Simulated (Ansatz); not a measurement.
Cost and result by functional for the adsorption energy of Cl on the 1x1 (100) surface of monoclinic HfO2 (cut with top plane 2 O), one in a 1x1 cell, started at the site 'bridge O-O (span 5.3 Å)', in Ansatz (plane waves, PAW). Single points on the PBE structure, on one kind of machine; costs are rough ratios of the slab run's core time (references not counted) to the cheapest single point. r2SCAN's cost holds its higher cutoff (500 against 420 eV). Differences are taken against r2SCAN for comparison alone: no measured value is at hand, so the table doesn't rank accuracy. The points keep PBE's geometry, so the relaxation of a polaron and the settling of charge on one site are left out.

Host crystal: monoclinic HfO2, with a band gap (PBE, scalar-relativistic without spin-orbit coupling).

Set-up: 25 atoms, 9.3 Å thick at the start under the adsorbate (thin: gaps and levels are the slab's own); mesh 4x4x1; 0.01 eV smearing; dipole correction on; 12 atoms held, the rest relaxed; no symmetry held; spin-polarised, ending with about 1.0 μB a cell; orders that need a larger cell were not tried, no spin-orbit, no U, no dispersion correction. At the end it is bonded to Hf. In PBE it is, or lies within 0.03 eV of, the lowest of the starts that converged. These notes are the PBE run's. RPBE: The program's check for a lower electronic state was not made. r2SCAN: The program's check for a lower electronic state was not made. Adsorption energies are against ½ Cl2(g). A negative adsorption energy means that the adsorbate is more stable on the surface than in its reference.

```json
[
 {"functional": "RPBE", "relative cost": "1", "adsorption energy (eV)": "0.15", "less r2SCAN (eV)": "0.36"},
 {"functional": "r2SCAN", "relative cost": "2", "adsorption energy (eV)": "-0.22", "less r2SCAN (eV)": "0.00"},
 {"functional": "PBE (the relaxed run's value)", "relative cost": "–", "adsorption energy (eV)": "-0.01", "less r2SCAN (eV)": "0.20"}
]
```

The values span 0.36 eV, while the single points' costs differ by a factor of roughly 2. Differences are of unrounded values.

Ansatz is an electronic-structure program.
